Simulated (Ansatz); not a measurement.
For GaN (model structure, started from the WC type, P-6m2, No. 187, 2 atoms in the cell), LDA in Ansatz (PAW) gives:

```
Property                  Result
------------------  ------------
lattice constant a       2.912 Å
c axis length            2.630 Å
cohesive energy     4.45 eV/atom
```

**Question.** What does r²SCAN+rVV10 (PAW; Ansatz, a program for electronic structure) give for the same quantities?

**Answer.** 
- lattice constant a: 2.928 Å (increases by 0.5 %)
- lattice parameter c: 2.647 Å (goes up by 0.6 %)
- cohesive energy: 3.63 eV/atom (decreases by 0.82 eV/atom)

Changes are worked out from the printed values.

Unless a cell is named, each level is at its own relaxed cell (LDA 9.66, r²SCAN+rVV10 9.83 Å³/atom).

Ansatz's density-functional and Hartree–Fock values are scalar-relativistic unless marked +SOC, with PAW data made under PBE.

A model structure was made by putting elements into a prototype or built by hand; it is no filed structure, need not be a known phase, and can be a saddle point held by its symmetry.
